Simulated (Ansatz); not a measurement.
## A computed series for HgTe: response to strain

Consider HgTe in the zinc blende structure (space group F-43m, No. 216; a = 6.573 Å).

Strains are applied to the cell and any free atomic positions relax.

Level of theory: r2SCAN, PAW, 500 eV (Ansatz, an electronic-structure program; spin-orbit coupling left out).

| isotropic strain (%) | pressure (GPa) |
|---|---|
| -3 | 4.6 |
| -2.5 | ? |
| -2 | 2.8 |
| -1.5 | 2.0 |
| -1 | 1.3 |
| -0.5 | 0.6 |
| 0 | 0.0 |

Fit P = P₀ − Bδ + Cδ² with δ = (1 + ε)³ − 1 to the rows shown and predict the withheld row.

Least squares on the printed values gives P₀ = 0.0 GPa, B = 37.7 GPa, C = 170 GPa (largest residual 0.0 GPa); this predicts 3.7 GPa, and the run gives 3.7 GPa, in agreement.

Whether these cells are dynamically stable was not tested. The final runs are not spin-polarised.
